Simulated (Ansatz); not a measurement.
Start from AlN in the zinc blende structure (space group F-43m, No. 216; a = 4.378 Å).

One thing is altered: full substitution N → As, then cell and atoms are relaxed.

Levels (all Ansatz, a program for electronic structure, PAW): PBEsol (420 eV, no spin-orbit coupling); HSE06 (420 eV, no spin-orbit coupling).

The geometry is relaxed with PBEsol.

- PBEsol band gap: 1.34 eV

Predict the band gap from HSE06.

The band gap grows by 0.75 eV, from 1.34 eV to 2.09 eV.

Single points use the geometry relaxed with PBEsol. HSE06 gaps are upper bounds (no full band path). Stability against distortions was not tested. This is not the structure that AlN has at room temperature and ambient pressure.
